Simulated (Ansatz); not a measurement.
Take Cu$_{2}$O (space group Pn-3m, No. 224; a = 4.2984 Å) as the base.

(Cell as relaxed with PBE.)

Levels (all Ansatz, a program for electronic structure, PAW): PBE (420 eV, scalar-relativistic without spin-orbit coupling); r2SCAN (500 eV, without spin-orbit coupling).

Each level relaxes its own structure.

```json
[
 {"base": "volume per atom", "PBE": "13.24 Å³", "r2SCAN": "12.76 Å³"},
 {"base": "lattice parameter a", "PBE": "4.298 Å", "r2SCAN": "4.246 Å"},
 {"base": "band gap", "PBE": "0.48 eV", "r2SCAN": "0.79 eV"}
]
```

Modification: every Cu is replaced by Nb; the structure is relaxed again.

| quantity | PBE | r2SCAN |
|---|---|---|
| lattice parameter a | 4.599 Å | 4.586 Å |
| band gap | zero | zero |

PBE's lattice parameter a lies 0.013 Å above r2SCAN's (0.3 %); the two agree on the band gap. Neither level is exact; r2SCAN is the comparison here, not a measurement.

Whether these cells are dynamically stable was not tested. As relaxed here, Nb2O is a hypothetical phase, not in the database extracts checked. No Hubbard U is applied, and correlation can decide whether such a compound is a metal. All final runs are without spin polarisation.
